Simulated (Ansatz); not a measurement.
Base system: CaC2 (space group C2/m, No. 12; a cell from a computed database, its experimental status unchecked).

```
CELL_PARAMETERS angstrom
      3.53412    -1.88850     0.00000
      3.53412     1.88850     0.00000
     -2.13348     0.00000     7.03076
ATOMIC_POSITIONS crystal
  Ca 0.79929 0.79929 0.75340
  Ca 0.20071 0.20071 0.24660
  C  0.08023 0.08023 0.56545
  C  0.91977 0.91977 0.43455
  C  0.45085 0.45085 0.05896
  C  0.54915 0.54915 0.94104
```

Cartesian axes are those of the cell as printed.

Method: PBEsol in Ansatz (plane waves to 420 eV, PAW, no SOC).

One thing is altered: a pure shear with ε_xz = ε_zx = 0.0181; the atoms relax in the strained cell.

Problem. Predict the stress tensor and what it implies for the stiffness.

Solution. Stress of the strained cell less that of the base (GPa, compression positive):
```
   0.97    0.00   -2.16
   0.00   -0.43    0.00
  -2.16    0.00    0.10
```

Then −Δσ/γ with γ = 2ε = 0.0362 gives secant stiffness values (nonlinear terms included at this strain): C55 ≈ 60 GPa.

Whether these cells are dynamically stable was not tested.

Ansatz is a program for electronic structure.
